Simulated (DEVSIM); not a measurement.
**Schottky contact on n-type CdTe**

Device: Schottky contact on n-type CdTe, at 300 K.

| layer (left to right) | material | thickness (μm) | Nd (cm⁻³) | τn (s) | τp (s) |
|---|---|---|---|---|---|
| 1 | CdTe | 0.830 | 5.1e16 | 1.3e-8 | 1.3e-8 |

Left contact: Schottky, work function 5 eV, emission velocity 5.7e6 cm/s. Right contact: ohmic. Voltage is applied to the left contact. Recombination: SRH at mid-gap. Mobility is μmin + (μ − μmin)/(1 + (N/Nref)^α).

Constants are typed, rounded textbook-type inputs, not results; the design itself was drawn at random and stands for no fabricated device. Values at 300 K.

| parameter | CdTe |
|---|---|
| gap (eV) | 1.5 |
| affinity (eV) | 4.28 |
| permittivity | 10.2 |
| Nc (cm⁻³) | 8e17 |
| Nv (cm⁻³) | 1.8e19 |
| μn (cm²/Vs) | 1000 |
| μp (cm²/Vs) | 80 |
| μn,min | 100 |
| μp,min | 10 |
| Nref,n | 1e17 |
| Nref,p | 1e17 |
| αn | 0.6 |
| αp | 0.6 |

Simulated with DEVSIM: 1D drift-diffusion, Boltzmann statistics, complete ionisation; no tunnelling, impact ionisation, image-force lowering or self-heating. Metal contacts follow the ideal Schottky-Mott rule: no Fermi-level pinning, no interface dipoles.

```
Item                                                Result
---------------------------------------------  -----------
Potential step across the device at zero bias      0.649 V
Largest field in the device at zero bias       110000 V/cm
Dark forward voltage at 1 A/cm²                    0.374 V
Dark forward voltage at 100 A/cm²                  0.497 V
```

Dark reverse current:

```json
[
 {"V (V)": "-0.20", "J (A/cm²)": "-5.5e-7"},
 {"V (V)": "-0.50", "J (A/cm²)": "-5.5e-7"},
 {"V (V)": "-1.00", "J (A/cm²)": "-5.6e-7"},
 {"V (V)": "-1.50", "J (A/cm²)": "-5.6e-7"},
 {"V (V)": "-2.00", "J (A/cm²)": "-5.6e-7"},
 {"V (V)": "-3.00", "J (A/cm²)": "-5.7e-7"},
 {"V (V)": "-4.00", "J (A/cm²)": "-5.7e-7"},
 {"V (V)": "-5.00", "J (A/cm²)": "-5.7e-7"},
 {"V (V)": "-6.50", "J (A/cm²)": "-5.7e-7"},
 {"V (V)": "-8.00", "J (A/cm²)": "-5.7e-7"},
 {"V (V)": "-10.00", "J (A/cm²)": "-5.7e-7"}
]
```

Dark forward current:

(V (V), J (A/cm²)): (0.05, 3.2e-6); (0.10, 2.5e-5); (0.15, 0.00018); (0.20, 0.0012); (0.25, 0.0083); (0.30, 0.057); (0.35, 0.39); (0.40, 2.7); (0.45, 18); (0.50, 110); (0.55, 570); (0.60, 1800); (0.65, 3700)
